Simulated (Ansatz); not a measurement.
Band structure of Ni3Pb2Se2 (R-3m, 7 atoms in the cell).

```xyz
7
Lattice="2.8563 1.6491 4.8435 -2.8563 1.6491 4.8435 0.0000 -3.2982 4.8435" Properties=species:S:1:pos:R:3 pbc="T T T"
Ni     0.0000    -1.6491     2.4217
Ni     1.4282     0.8246     2.4217
Ni    -1.4282     0.8246     2.4217
Pb     0.0000     0.0000     0.0000
Pb     0.0000     0.0000     7.2652
Se     0.0000     0.0000    10.5002
Se     0.0000     0.0000     4.0302
```

Method: PBEsol, PAW files made with PBE (plane waves; Ansatz, an electronic-structure program).

Settings: kpoints.mp_grid.grid = 4 4 4; hamiltonian.xc = pbesol; hamiltonian.pseudopotentials = {kind: paw} (the program's default PAW files); scf.occupations.method = gaussian; scf.occupations.width = 0.1 eV; kpoints.band_path.path = [[0.0, 0.0, 0.0], [0.5, 0.0, 0.0], [0.5, 0.24395158, -0.24395158]]; kpoints.band_path.npoints = 8.

The starting cell comes from a database of computed structures (which also holds hypothetical and non-ambient phases and stackings), without a prior relaxation at this level. Spin-orbit coupling is off. Spin polarisation is off, so a magnetic state, if there is one, cannot be reached.

Levels in eV from the Fermi level, bands 54 to 61:
```csv
point,54,55,56,57,58,59,60,61
Γ,-0.92,-0.92,-0.70,-0.43,-0.24,-0.08,-0.08,3.25
L,-0.88,-0.73,-0.47,-0.10,0.20,1.48,1.78,1.91
B1,-0.86,-0.84,-0.35,-0.23,1.16,1.97,2.31,2.49
```

Bands cross the Fermi level along this path, so the cell is metallic at this level.

Keys are those of Ansatz 0.2.
